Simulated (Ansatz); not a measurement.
A computed series for LiF: pressure series

Consider LiF in the rock salt structure (space group Fm-3m, No. 225; a = 4.0680 Å).

Cell and atoms are relaxed at each pressure.

Computed with Kohn–Sham DFT with the PBE functional, run in Ansatz (a quantum-chemistry and plane-wave program) with PAW and 420 eV plane waves, no SOC.

```csv
variant,electron mass,width of the top valence band,band gap
base,0.86 mₑ (at Γ),0.95 eV,8.83 eV
pressure −2 GPa,0.85 mₑ (at Γ),0.91 eV,8.56 eV
pressure −1 GPa,0.86 mₑ (at Γ),0.93 eV,8.70 eV
pressure 0.3 GPa,0.87 mₑ (at Γ),0.96 eV,8.87 eV
pressure 0.7 GPa,0.87 mₑ (at Γ),0.97 eV,8.92 eV
pressure 1.5 GPa,0.88 mₑ (at Γ),0.98 eV,9.01 eV
pressure 3 GPa,0.89 mₑ (at Γ),1.01 eV,9.19 eV
pressure 5 GPa,0.90 mₑ (at Γ),1.05 eV,9.41 eV
pressure 7.5 GPa,0.92 mₑ (at Γ),1.09 eV,9.66 eV
pressure 10 GPa,…,…,…
```

Question: Complete the table.

Answer: 
- pressure 10 GPa, electron mass: 0.94 mₑ (at Γ)
- pressure 10 GPa, width of the top valence band: 1.13 eV
- pressure 10 GPa, band gap: 9.90 eV

Load acts through the strain it causes; cell and atoms are relaxed under it. Effective masses come from finite differences of ±0.01 Å⁻¹. Stability against distortions was not tested. No other phases were tried under pressure.
